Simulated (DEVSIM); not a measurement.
System: illuminated Si n-on-p cell, one wavelength, at 300 K.

```tsv
layer (left to right)	material	thickness (μm)	Nd (cm⁻³)	Na (cm⁻³)	τn (s)	τp (s)	absorption coefficient (cm⁻¹)
1	Si	0.0600	9.6e18	-	9.6e-8	4.8e-7	260
2	Si	34.0	-	1.1e16	3.2e-6	3.2e-6	260
```

Left contact: ohmic, minority hole recombination velocity 3e6 cm/s. Right contact: ohmic, minority electron recombination velocity 800 cm/s. Voltage is applied to the left contact. Recombination: SRH at mid-gap, radiative, Auger. Gap narrowing is on: ΔEg = 6.92 meV × (l + √(l² + 0.5)), l = ln(N/1.3e17 cm⁻³), shared equally by both band edges. Light enters at the left, 3.4e17 photons cm⁻² s⁻¹, one pass, no reflection. Mobility is constant in doping.

This is a model device: material constants are rounded textbook-type values typed into the input, and sizes, dopings and lifetimes were drawn at random. Values at 300 K.

```csv
parameter,Si
gap (eV),1.124
affinity (eV),4.05
permittivity,11.7
Nc (cm⁻³),2.86e19
Nv (cm⁻³),3.1e19
μn (cm²/Vs),1417
μp (cm²/Vs),470
B (cm³/s),4.7e-15
Cn (cm⁶/s),2.8e-31
Cp (cm⁶/s),9.9e-32
```

Model (solved in DEVSIM): 1D drift-diffusion, Boltzmann statistics, complete ionisation; no tunnelling, impact ionisation, image-force lowering or self-heating.

The photon flux was swept, all else fixed.

| photon flux (cm^-2 s^-1) | largest power (mW/cm²) | fill factor | short-circuit current (mA/cm²) | open-circuit voltage (V) |
|---|---|---|---|---|
| 1e16 | 0.314 | ? | ? | ? |
| 3.4e16 | 1.16 | 0.80 | 3.03 | 0.480 |
| 1e17 | 3.65 | 0.81 | 8.90 | 0.508 |
| 3.4e17 | 13.3 | 0.81 | 30.3 | 0.540 |
| 1e18 | 41.4 | 0.82 | 89.0 | 0.568 |
| 3.4e18 | 150 | 0.83 | 303 | 0.600 |
| 1e19 | 464 | 0.83 | 892 | 0.629 |

What belongs in the gaps?


- 1e16, fill factor: 0.79
- 1e16, short-circuit current (mA/cm²): 0.890
- 1e16, open-circuit voltage (V): 0.449
